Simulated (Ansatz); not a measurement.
Cubic perovskite CsPbBr₃ (cubic high-temperature phase), treated with B3LYP (VWN-RPA form) (plane waves, PAW; Ansatz, a program for electronic structure).

Run with plane-wave cutoff 460 eV, 4×4×4 k mesh, Fermi–Dirac smearing 0.01 eV, scalar-relativistic PAW data made under PBE.

The cell has the measured lattice: a = b = c = 5.874 Å, α = β = γ = 90.00°.

Predict the band gap and direct gap at Γ.


band gap: 2.59 eV (on the SCF k mesh)
direct gap at Γ: 6.50 eV

Note: held by symmetry at 0 K, a high-temperature phase can be a saddle point; cell and atoms aren't relaxed at this level (pressure 2.3 GPa).

Spin–orbit coupling is not included; with these elements it can move the gap by several tenths of an eV or more.

Static lattice: no zero-point or thermal effects.

It cost around 4 core-minutes (rough) of CPU time.
